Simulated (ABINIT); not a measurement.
Input and output of a self-consistent single point for KAu₅ (P6/mmm, 6 atoms in the cell) (ABINIT).

Computed with LDA (PW92), PAW (JTH v2.0 LDA PAW) (plane waves; ABINIT 10.0.3).

The change in words: lattice scaled by 0.98. Reference geometry:
```
CELL_PARAMETERS angstrom
      5.63881     0.00000     0.00000
     -2.81940     4.88335     0.00000
      0.00000     0.00000     4.44592
ATOMIC_POSITIONS crystal
  K  0.00000 0.00000 0.00000
  Au 0.66667 0.33333 0.00000
  Au 0.33333 0.66667 0.00000
  Au 0.50000 0.00000 0.50000
  Au 0.50000 0.50000 0.50000
  Au 0.00000 0.50000 0.50000
```

Reference input (self-consistent single point, DFT, LDA (PW92), plane waves, PAW (JTH v2.0 LDA PAW)): pseudos = [K.LDA_PW-JTH.xml, Au.LDA_PW-JTH.xml]; ecut = 26 Ha; pawecutdg = 52 Ha; pawxcdev = 0; ixc = 7; occopt = 7; tsmear = 0.00367493 Ha; ngkpt = 6 6 6; nshiftk = 1; shiftk = 0 0 0; potentials = JTH v2.0 LDA PAW; nband = 41. This run's input differs from it in these lines:

```diff
@@ -5,5 +5,5 @@
 rprim
-         5.6388058597    0.0000000326    0.0000000000
-        -2.8194029580    4.8833491052    0.0000000000
-         0.0000000000    0.0000000000    4.4459220000
+         5.5260297910    0.0000000485    0.0000000000
+        -2.7630149375    4.7856821568    0.0000000000
+         0.0000000000    0.0000000000    4.3570040000
 natom 6
@@ -14,7 +14,7 @@
          0.0000000000    0.0000000000    0.0000000000
-         2.8194029204    1.6277830568    0.0000000000
-        -0.0000000188    3.2555660810    0.0000000000
-         2.8194029298    0.0000000163    2.2229610000
-         1.4097014508    2.4416745689    2.2229610000
-        -1.4097014790    2.4416745526    2.2229610000
+         2.7630148815    1.5952274179    0.0000000000
+        -0.0000000280    3.1904547874    0.0000000000
+         2.7630148955    0.0000000243    2.1785020000
+         1.3815074267    2.3928411026    2.1785020000
+        -1.3815074687    2.3928410784    2.1785020000
       Angstrom
```

Log, with long lists cut:

```
--- !BeginCycle
solver: {iscf: 17, nstep: 100, nline: 4, wfoptalg: 10, }
tolerances: {tolvrs: 1.00E-11, }
...

     iter   Etot(hartree)      deltaE(h)  residm     nres2
 ETOT  1  -199.60329811870    -1.996E+02 1.616E-01 8.473E+01
 ETOT  2  -200.49214316271    -8.888E-01 3.523E-02 7.328E+01
 ETOT  3  -200.23941206831     2.527E-01 9.533E-03 1.814E+01
 ETOT  4  -200.21731505867     2.210E-02 6.596E-03 2.684E+00
 ETOT  5  -200.22106174224    -3.747E-03 6.919E-03 3.048E-01
   [... 32 lines left out ...]
 ETOT 38  -200.22401190534     1.307E-12 3.899E-05 1.697E-11
 ETOT 39  -200.22401190534    -1.279E-12 4.582E-05 1.516E-11
 ETOT 40  -200.22401190534    -1.705E-13 2.749E-05 3.395E-11
 ETOT 41  -200.22401190534     1.535E-12 3.207E-05 2.463E-13
 At SCF step   41       nres2   =  2.46E-13 < tolvrs=  1.00E-11 =>converged.

 Cartesian components of stress tensor (hartree/bohr^3)
  sigma(1 1)= -1.83583685E-04  sigma(3 2)=  0.00000000E+00
  sigma(2 2)= -1.83583685E-04  sigma(3 1)=  0.00000000E+00
  sigma(3 3)= -3.20152572E-04  sigma(2 1)= -8.93586951E-15

 ----iterations are completed or convergence reached----

 reduced coordinates (array xred) for    6 atoms
       0.000000000000      0.000000000000      0.000000000000
       0.666666666667      0.333333333333      0.000000000000
       0.333333333333      0.666666666667      0.000000000000
       0.500000000000      0.000000000000      0.500000000000
       0.500000000000      0.500000000000      0.500000000000
       0.000000000000      0.500000000000      0.500000000000
 cartesian forces (eV/Angstrom) at end:
   [... lines left out ...]
 Fermi (or HOMO) energy (hartree) =   0.24546   Average Vxc (hartree)=  -0.40642
 Fermi (or HOMO) energy (eV) =   6.67922   Average Vxc (eV)= -11.05918
   [... lines left out ...]
'-kT*entropy'       : -2.74925321072838E-04
total_energy        : -2.00224011288810E+02
total_energy_eV     : -5.44837242916877E+03
...

-Cartesian components of stress tensor (GPa)         [Pressure=  6.7405E+00 GPa]
- sigma(1 1)= -5.40121759E+00  sigma(3 2)=  0.00000000E+00
- sigma(2 2)= -5.40121758E+00  sigma(3 1)=  0.00000000E+00
- sigma(3 3)= -9.41921229E+00  sigma(2 1)= -2.62902313E-10

 Calculation completed.
```

The run converged in 41 iterations. Against the reference run the free energy rises by 18.4 meV/atom and the pressure goes from -1.36 to 6.74 GPa.

The starting cell comes from a database of computed structures (which also holds hypothetical and non-ambient phases and stackings), without a prior relaxation at this level. Its lattice was rescaled by a random factor within 2.5 % of one. For this run, on top of that: lattice scaled by 0.98. With a pressure of about 7 GPa the cell is away from its equilibrium volume at this level.

Cost on one core of a shared machine: roughly 10 min.
